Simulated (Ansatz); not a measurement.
**What pressure 0.3 GPa does to NiSi**

Base system: NiSi (space group Pnma, No. 62; a = 5.119 Å, b = 3.342 Å, c = 5.563 Å; non-magnetic).

One thing is altered: a hydrostatic pressure of 0.3 GPa.

The values are results of Ansatz (a program for electronic structure), r2SCAN, PAW, cutoff 500 eV, without spin-orbit coupling, not measurements. k-mesh 9×14×9 (Γ-centred); smearing 0.05 eV (Fermi–Dirac).

| quantity | base | changed | shift |
|---|---|---|---|
| volume per atom | 11.90 Å³ | 11.88 Å³ | -0.02 Å³ |
| density | 6.06 g/cm³ | 6.07 g/cm³ | +0.01 g/cm³ |
| enthalpy H = E + PV relative to the base's energy | – | +0.02 eV/atom | – |
| band gap | zero | zero | – |

Final structure:

```yaml
crystal:
  lattice:
    - [5.11642, 0.00000, 0.00000]
    - [0.00000, 3.34072, 0.00000]
    - [0.00000, 0.00000, 5.55954]
  atoms:
    - { symbol: Ni, position: [0.50775, 0.25000, 0.68865] }
    - { symbol: Ni, position: [0.00775, 0.25000, 0.81135] }
    - { symbol: Ni, position: [0.49225, 0.75000, 0.31135] }
    - { symbol: Ni, position: [0.99225, 0.75000, 0.18865] }
    - { symbol: Si, position: [0.67874, 0.25000, 0.08348] }
    - { symbol: Si, position: [0.17874, 0.25000, 0.41652] }
    - { symbol: Si, position: [0.32126, 0.75000, 0.91652] }
    - { symbol: Si, position: [0.82126, 0.75000, 0.58348] }
```

Load acts through the strain it causes; cell and atoms are relaxed under it. Stability against distortions was not tested. Seeded moments were not kept for the base. All final runs are without spin polarisation.
